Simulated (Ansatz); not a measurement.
CsCl-type NiAl, treated with r²SCAN+rVV10 (PAW; Ansatz, a program for electronic structure).

Settings: plane-wave cutoff 560 eV, 20×20×20 k mesh, Fermi–Dirac smearing 0.05 eV, no spin polarisation, scalar-relativistic PAW data made under PBE.

Cell (relaxed at this level):

Space group Pm-3m (No. 221); a = b = c = 2.857 Å, α = β = γ = 90.00°

| atom | site | symmetry | x | y | z |
|---|---|---|---|---|---|
| Al | 1b | m-3m | 0.5000 | 0.5000 | 0.5000 |
| Ni | 1a | m-3m | 0.0000 | 0.0000 | 0.0000 |

Task: Give the computed bulk modulus and pressure derivative B′ of the bulk modulus.

Result: 
bulk modulus: 180 GPa
pressure derivative B′ of the bulk modulus: 4.3

The run finds no gap.

Measured, for comparison: bulk modulus 156 GPa (room temperature, no zero-point or thermal correction; as tabulated in Yamada et al. (2019), arXiv:1910.09660). Computed (rounded) less measured: bulk modulus +15 %.
